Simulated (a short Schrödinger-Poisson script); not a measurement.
System: gated Al0.3Ga0.7As/GaAs δ-doped gas, at 20 K.

```
layer      material  thickness (nm)  Na (cm⁻³)
-----  ------------  --------------  ---------
1      Al0.3Ga0.7As              20          -
2      Al0.3Ga0.7As              20          -
3              GaAs            6000       2e15
```

Constants are typed, rounded textbook-type inputs, not results; the design itself was drawn at random and stands for no fabricated device. Al0.3Ga0.7As: permittivity 12.05, conduction-band edge (eV) 0.237, gap (eV) 1.798, electron mass (mₑ) 0.0919, Nv at 300 K (cm⁻³) 9e18. GaAs: permittivity 12.9, conduction-band edge (eV) 0, gap (eV) 1.424, Nv at 300 K (cm⁻³) 9e18.

Channel valleys (confinement mass, in-plane density-of-states mass, number): Γ 0.067, 0.067, 1. At the gate the conduction-band edge of layer 1 lies 0.99 eV − eVg above the Fermi level of the channel; the field vanishes at the back. Sheet of ionised δ-doping: +2.2e12 e/cm² at 20 nm from the gate. The barrier under the gate holds no holes. Gaps are held at their typed values at every temperature. Mesh 0.08 nm at interfaces.

Solved with a short Schrödinger-Poisson script written for these runs: 1D Poisson equation in equilibrium, electrons quantum, Hartree (BenDaniel-Duke, 40 states a valley, the channel's in-plane mass for all, wave functions free to enter the barrier), parabolic valleys, classical holes, full ionisation, no traps, pinning or gate leakage.

List the lowest subbands of each valley and their electrons at Vg = 0.5 V.


| valley | subband | energy from the Fermi level (meV) | electrons (cm⁻²) | share (%) |
|---|---|---|---|---|
| Γ | 0 | -13.0 | 3.63e11 | 100.0 |
| Γ | 1 | 20.8 | < 1e6 | 0.0 |
| Γ | 2 | 41.9 | < 1e6 | 0.0 |

All electrons: 3.63e11 cm⁻².
